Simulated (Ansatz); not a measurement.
## AlPt3, pressure series

The reference is AlPt3 (space group P4/mbm, No. 127; a cell from a computed database, its experimental status unchecked).

```
CELL_PARAMETERS angstrom
      5.44833     0.00000     0.00000
      0.00000     5.44833     0.00000
      0.00000     0.00000     7.84754
ATOMIC_POSITIONS crystal
  Al 0.50000 0.00000 0.23832
  Al 0.50000 0.00000 0.76168
  Al 0.00000 0.50000 0.23832
  Al 0.00000 0.50000 0.76168
  Pt 0.23629 0.73629 0.00000
  Pt 0.76371 0.26371 0.00000
  Pt 0.26371 0.23629 0.00000
  Pt 0.73629 0.76371 0.00000
  Pt 0.00000 0.00000 0.25339
  Pt 0.00000 0.00000 0.74661
  Pt 0.50000 0.50000 0.74661
  Pt 0.50000 0.50000 0.25339
  Pt 0.69524 0.19524 0.50000
  Pt 0.30476 0.80476 0.50000
  Pt 0.80476 0.69524 0.50000
  Pt 0.19524 0.30476 0.50000
```

Cell and atoms are relaxed at each pressure.

Computed with Kohn–Sham DFT with the PBEsol functional, run in Ansatz (an electronic-structure program) with PAW and 420 eV plane waves, spin-orbit coupling left out.

Notes on the quantities. enthalpy: H = E + PV relative to the base's energy.

```tsv
case	enthalpy	lattice parameter a
base	–	10.296 bohr
pressure −2 GPa	-0.18 eV/atom	10.325 bohr
pressure −1 GPa	-0.09 eV/atom	10.310 bohr
pressure 0.3 GPa	+0.03 eV/atom	10.292 bohr
pressure 0.7 GPa	+0.06 eV/atom	10.286 bohr
pressure 1.5 GPa	+0.14 eV/atom	10.275 bohr
pressure 3 GPa	+0.27 eV/atom	10.255 bohr
pressure 5 GPa	+0.45 eV/atom	10.229 bohr
pressure 7.5 GPa	+0.67 eV/atom	10.198 bohr
pressure 10 GPa	+0.89 eV/atom	10.168 bohr
```

Load acts through the strain it causes; cell and atoms are relaxed under it. Stability against distortions was not tested. No other phases were tried under pressure. All final runs are without spin polarisation.
